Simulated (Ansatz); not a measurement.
Ansatz (a quantum-chemistry and plane-wave program) run on V₃Pt (Pm-3m, 4 atoms in the cell): relaxation of cell and atoms.

Method: PBEsol, PAW files made with PBE (plane waves; Ansatz).

```yaml
crystal:
  lattice:
    - [3.81067, 0.00000, 0.00000]
    - [0.00000, 3.81067, 0.00000]
    - [0.00000, 0.00000, 3.81067]
  atoms:
    - { symbol: V, position: [0.50000, 0.50000, 0.00000], spin: 2.0 }
    - { symbol: V, position: [0.00000, 0.50000, 0.50000], spin: 2.0 }
    - { symbol: V, position: [0.50000, 0.00000, 0.50000], spin: 2.0 }
    - { symbol: Pt, position: [0.00000, 0.00000, 0.00000] }
```
(The spins are starting values, not results.)

Reference input (self-consistent single point, DFT, PBEsol, plane waves, PAW files made with PBE): kpoints.mp_grid.grid = 7 7 7; hamiltonian.xc = pbesol; hamiltonian.pseudopotentials = {kind: paw} (the program's default PAW files); magnetization.spin_polarized = true; scf.occupations.method = gaussian; scf.occupations.width = 0.01 Ry. This run's input differs from it in these lines:

```diff
@@ -20,2 +20,4 @@
   occupations: { method: gaussian, width: 0.01 Ry }
+relax:
+  cell: {}
 output:
```

Log, with long lists cut:

```
   [... SCF lines of the steps left out ...]
relax step   1: F+E_penalty+E_count = -21042.25776412 eV  Δ(F+E_penalty+E_count) = +0.000e0 eV  max|allowed force component| = 2.159e-28 eV/Å  Δτ_max = 0.0000 Å  P = -4.670 GPa  Ω = 55.336 Å³  (15 SCF iters, dr2 threshold 1.00e-7 eV, accepted)
relax step   2: F+E_penalty+E_count = -21042.27028023 eV  Δ(F+E_penalty+E_count) = -1.252e-2 eV  max|allowed force component| = 8.480e-30 eV/Å  Δτ_max = 0.0000 Å  P = +2.961 GPa  Ω = 53.514 Å³  energy of the carried Pulay correction = +1.507e-3 eV  [...]
   [... lines left out ...]
relax step   4: F+E_penalty+E_count = -21042.27582879 eV  Δ(F+E_penalty+E_count) = -2.681e-5 eV  max|allowed force component| = 1.091e-29 eV/Å  Δτ_max = 0.0000 Å  P = -0.002 GPa  Ω = 54.183 Å³  energy of the carried Pulay correction = +9.477e-4 eV  [...]
relax step   5: F+E_penalty+E_count = -21042.27496976 eV  Δ(F+E_penalty+E_count) = +8.590e-4 eV  max|allowed force component| = 9.138e-30 eV/Å  Δτ_max = 0.0000 Å  P = -0.009 GPa  Ω = 54.183 Å³  stress off target by 8.57e-3 GPa  SCF on the basis [...]
basis re-selected at this cell: Δ(F+E_penalty+E_count) = +8.590e-4 eV, ΔP = -0.006 GPa vs the last step
the relaxation is at rest under the 48 symmetry operations that the run kept from its start: a minimum is not shown …
the relaxation's final electronic state is not compared with the one that a single-point calculation of its input finds at the relaxed geometry …
Magnetization: -0.0000 μB (28.5000 up, 28.5000 down)
   [... lines left out ...]
Absolute magnetization: 0.0000 μB (∫|ρ↑−ρ↓|, with the PAW one-centre terms)
Free energy (F): -21042.274970 eV
Fermi energy:    19.121199 eV
  cell:  # Å, volume = 54.1834 Å³
   [... lines left out ...]
    - [-2.5679065925163143e-34, -1.6049416203226964e-34, 3.784036370256424]
  atoms:
    - { symbol: V, position: [0.5, 0.5, -1.6846813806008338e-35] }
    - { symbol: V, position: [2.527022070899685e-34, 0.5, 0.5] }
    - { symbol: V, position: [0.5, 1.0503965310662329e-48, 0.5] }
    - { symbol: Pt, position: [-6.907193660459066e-34, 6.738725522399541e-35, 5.054044141800949e-35] }
```

The run converged.  The full log also holds: “iter 10 did not close the SCF: its close was put off for a magnetic moment that had not settled (scf_convergence_deferred on its scf_iter line)”. The full log also holds: “iter 8 did not close the SCF: its close was put off for a magnetic moment that had not settled (scf_convergence_deferred on its scf_iter line)”.

Summary of the result:
```
Quantity                                                                            Value
-----------------------------------------------  ----------------------------------------
Free energy E − TS (on the zero of these files)                            -21042.2750 eV
Fermi level (on the code's own zero)                                             19.12 eV
Pressure                                                                        -0.01 GPa
Size of the cell's spin moment                                                    0.00 μB
Final cell                                       a = b = c = 3.7840 Å, α = β = γ = 90.00°
Final volume per atom                                                            13.55 Å³
Relaxation steps                                                                        5
```

The starting cell comes from a database of computed structures (which also holds hypothetical and non-ambient phases and stackings), without a prior relaxation at this level. Its lattice was rescaled by a random factor within 2.5 % of one. The starting moments vanished: the run ended non-magnetic, which need not be the lowest state. The program warned that a starting moment was not kept. The relaxation keeps the symmetry of its start, so its end need not be a minimum. Ansatz's pressure includes its estimate of the finite-basis (Pulay) stress.

Keys are those of Ansatz 0.2.
